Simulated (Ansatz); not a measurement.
**Mg3Sb2, pressure series**

Start from Mg3Sb2 (space group P-3m1, No. 164).

Mg3Sb2 is modelled in the trigonal space group P-3m1 (No. 164), Pearson symbol hP5. Cell: a = 4.5959 Å, b = 4.5959 Å, c = 7.2716 Å, α = 90.00°, β = 90.00°, γ = 120.00°. Sb on 2d has 4 Mg at 2.847–2.956 Å and 3 Mg at 3.120 Å. Mg1 on 1a has 6 Sb at 3.120 Å (octahedral). Mg2 on 2d is coordinated by 4 Sb at 2.847–2.956 Å (tetrahedral). (Neighbours: up to the widest gap in distance over summed covalent radii, below 1.35, at either atom; cation-cation and far metal-metal contacts left out.)

Cell and atoms are relaxed at each pressure.

Calculations: Ansatz (an electronic-structure program), PBE, PAW, cutoff 420 eV, scalar-relativistic without spin-orbit coupling.

Task: Only one of these keeps a band gap. Which?
(A) pressure −1 GPa
(B) pressure 9 GPa
(C) pressure 60 GPa
(D) pressure 18 GPa

Result: A, pressure −1 GPa. Computed: pressure −1 GPa: 0.14 eV; pressure 18 GPa: zero; pressure 9 GPa: zero; pressure 60 GPa: zero

With Sb present, leaving out spin-orbit coupling can change the band edges. Load acts through the strain it causes; cell and atoms are relaxed under it. No phonon test of stability was made. No other phases were tried under pressure. The final runs are not spin-polarised. The zero or small gap of Mg3Sb2 can change with the level of theory.
